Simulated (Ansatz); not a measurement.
Bond-angle distributions (per cent of the angles at each element, bins of 10°) of a relaxed model of amorphous Si$_{24}$O$_{48}$Cu at 2.27 g/cm³. Method: PBE, scalar-relativistic without spin-orbit coupling (plane waves to 420 eV, PAW; Ansatz, an electronic-structure program). In the spin-polarised cell the level spacing at the Fermi energy can part levels of unlike spin.

It comes from a melt-quench run on a machine-learned potential (CHGNet), relaxed afterwards by DFT. O atoms were pushed apart under 1.9 Å during the dynamics, to hinder bonds among them. The hot cell started wider than the set density and was brought back towards it in steps. It is the lowest in DFT energy of 2 quenches. It is a model cell: composition and starting density were chosen by hand, and all elements were melted together. No dispersion term was used. Its density started from a set value of 2.27 and ended at 2.27 g/cm³. The simulated quench (nominally 480 K/ps over its main leg) is rapid and tends to freeze in more defects than a deposited or slowly cooled glass has. One small periodic cell is one sample of the glass; other quenches scatter about these values. The volume was held where the preparation left it and the shape relaxed, at a PBE pressure of -1.1 GPa (tension). Stress components on the final sampling reach 1.3 GPa. Cycles of charging lowered its energy after that relaxation.

Bonds are counted up to Si-Si 2.60 Å, Si-O 1.90 Å, Si-Cu 2.67 Å, O-O 1.58 Å, O-Cu 2.38 Å, Cu-Cu 2.90 Å. Two cations that share two anions don't count as bonded, nor two that share one unless they lie closer than Si-Si 2.38 Å, Si-Cu 2.60 Å, Cu-Cu 2.82 Å.

```json
[
 {"angle (°)": "50-60", "at Si": "0", "at O": "0"},
 {"angle (°)": "60-70", "at Si": "1", "at O": "0"},
 {"angle (°)": "70-80", "at Si": "0", "at O": "2"},
 {"angle (°)": "80-90", "at Si": "1", "at O": "0"},
 {"angle (°)": "90-100", "at Si": "2", "at O": "0"},
 {"angle (°)": "100-110", "at Si": "54", "at O": "0"},
 {"angle (°)": "110-120", "at Si": "37", "at O": "16"},
 {"angle (°)": "120-130", "at Si": "5", "at O": "20"},
 {"angle (°)": "130-140", "at Si": "0", "at O": "22"},
 {"angle (°)": "140-150", "at Si": "0", "at O": "18"},
 {"angle (°)": "150-160", "at Si": "0", "at O": "14"},
 {"angle (°)": "160-170", "at Si": "1", "at O": "6"},
 {"angle (°)": "170-180", "at Si": "0", "at O": "2"}
]
```

They go with these counts of neighbours within the cut-offs, cation contacts included: Si mean 4.0, most often 4; O mean 2.0, most often 2.
